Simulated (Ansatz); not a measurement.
By hand: formation energy of Be2C (Fm-3m) from the elements

Subject: the formation energy of Be2C (Fm-3m) from the elements. Reaction: C (graphite) + 2 Be (hcp) → Be2C (Fm-3m). Negative: the products are lower in energy. The value is per atom of the solid.

Be2C (Fm-3m), 3 atoms in the cell. Conventional cell: a = b = c = 4.2744 Å, α = β = γ = 90.00°.

Setting: static, neutral cells in Ansatz (PAW) whose structures rest at the PBE+D3(BJ) level. Ansatz (a quantum-chemistry and plane-wave program) runs with its default PAW set. Other levels take these structures. The lattices are those relaxed with PBE+D3(BJ), so at other levels the solids can be strained, which adds to the spread.

Total energies of the cells in eV, at zero smearing width. They compare only within one column; the weights balance every element.

```
cell          atoms  weight   PBE+D3(BJ)         LDA
------------  -----  ------  -----------  ----------
Be2C (Fm-3m)      3      +4   -438.12760  -420.35666
C (graphite)      4      −1  -1004.33912  -971.91362
Be (hcp)          2      −4   -186.26240  -176.46906
```

PBE+D3(BJ): 4 × (-438.12760) − (-1004.33912) − 4 × (-186.26240) = -3.122 eV; dividing by 12 atoms gives -0.26 eV/atom.

LDA: 4 × (-420.35666) − (-971.91362) − 4 × (-176.46906) = -3.637 eV; dividing by 12 atoms gives -0.30 eV/atom.

What follows from the PBE+D3(BJ) value: A formula unit of Be2C has 3 atoms, so it forms with -0.2601 × 3 = -0.780 eV, or -75.3 kJ/mol at 96.485 kJ/mol per eV.
